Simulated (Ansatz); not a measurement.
Consider CdS in the wurtzite structure (space group P6_3mc, No. 186; a = 4.164 Å, c = 6.767 Å).

Computed with r2SCAN (Ansatz, a first-principles code, PAW, no spin-orbit coupling).

For the base:

The band gap comes out as 1.63 eV. The shortest interatomic distance comes out as 4.808 bohr.

The change: cell and atoms relaxed at a pressure of 9 GPa.

Question: What happens to the band gap and shortest interatomic distance?

Answer: The band gap goes up by 0.27 eV (1.63 eV → 1.90 eV); the shortest interatomic distance decreases by 0.180 bohr, from 4.808 bohr to 4.628 bohr.

Load acts through the strain it causes; cell and atoms are relaxed under it. Stability against distortions was not tested. Measured, CdS leaves this structure (for rock salt) near 2.54 GPa (temperature not stated; as listed in Datta, Sujoy, Jana, Debnarayan, arXiv (2020)), on rising pressure, with hysteresis.
